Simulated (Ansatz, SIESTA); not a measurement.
**One structure in several programs: ScCoC₂ (P1, 8 atoms in the cell)**

Self-consistent single point, at a second geometry (atoms moved at random). First geometry:

```yaml
crystal:
  lattice:
    - [3.30270, 0.00000, 0.00000]
    - [0.00000, 3.30270, 0.00000]
    - [0.00000, 0.00000, 7.09530]
  atoms:
    - { symbol: Sc, position: [0.50000, 0.00000, 0.65433] }
    - { symbol: Sc, position: [0.00000, 0.50000, 0.34567] }
    - { symbol: Co, position: [0.50000, 0.50000, 0.00000] }
    - { symbol: Co, position: [0.00000, 0.00000, 0.00000] }
    - { symbol: C, position: [0.00000, 0.50000, 0.85013] }
    - { symbol: C, position: [0.50000, 0.00000, 0.14987] }
    - { symbol: C, position: [0.50000, 0.00000, 0.34670] }
    - { symbol: C, position: [0.00000, 0.50000, 0.65330] }
```

Second geometry:
```xyz
8
Lattice="3.3027 0.0000 0.0000 0.0000 3.3027 0.0000 0.0000 0.0000 7.0953" Properties=species:S:1:pos:R:3 pbc="T T T"
Sc     1.6205     0.0012     4.6476
Sc     0.0659     1.6668     2.4450
Co     1.6273     1.6334    -0.0031
Co     0.0218     0.0102     0.0506
C     -0.0117     1.7003     5.9975
C      1.6399    -0.0227     1.0493
C      1.6306    -0.0176     2.4651
C      0.0112     1.6337     4.6339
```

Shared settings, as Ansatz (a program for electronic structure) writes them: kpoints.mp_grid.grid = 9 9 4; scf.occupations.method = gaussian; scf.occupations.width = 0.1 eV. Potentials and cutoffs stand in the table.

| code | model | ΔF from the first geometry (meV/atom) | pressure (GPa) | largest force (eV/Å) | cutoff |
|---|---|---|---|---|---|
| SIESTA | GGA PBEsol, numerical atomic orbitals DZP, PseudoDojo PBEsol standard norm-conserving potentials (rewritten from UPF to PSML) | 19.3 | 5.68 | 2.973 | grid 350 Ry |
| Ansatz | PBEsol, PAW files made with PBE | 16.9 | 4.84 | 1.831 | default |

Size of the force on each atom (eV/Å): Sizes of forces hide their directions.

| code | Sc1 | Sc2 | Co3 | Co4 | C5 | C6 | C7 | C8 |
|---|---|---|---|---|---|---|---|---|
| SIESTA | 0.444 | 0.821 | 0.920 | 1.353 | 2.973 | 0.587 | 1.261 | 2.549 |
| Ansatz | 0.433 | 0.809 | 0.908 | 1.313 | 1.831 | 0.489 | 0.635 | 1.417 |

On Ansatz's run: spin polarisation is off.

The spread over the programs that give each value: ΔF from the first geometry within 2.4 meV/atom; pressure within 0.84 GPa; largest force within 1.142 eV/Å.

SIESTA uses small atom-centred bases, whose incompleteness enters pressures, forces and empty levels differently from a plane-wave cutoff. Ansatz's pressure is given at a fixed set of plane waves, as the other plane-wave codes print theirs; with its correction for the finite basis it is 5.06 GPa (the shift of 0.21 GPa shows how far the cutoff is from converged).

The starting cell comes from a database of computed structures (which also holds hypothetical and non-ambient phases and stackings), without a prior relaxation at this level. Its lattice was rescaled by a random factor within 2.5 % of one. For this run, on top of that: atoms moved at random.

Keys are those of Ansatz 0.2.
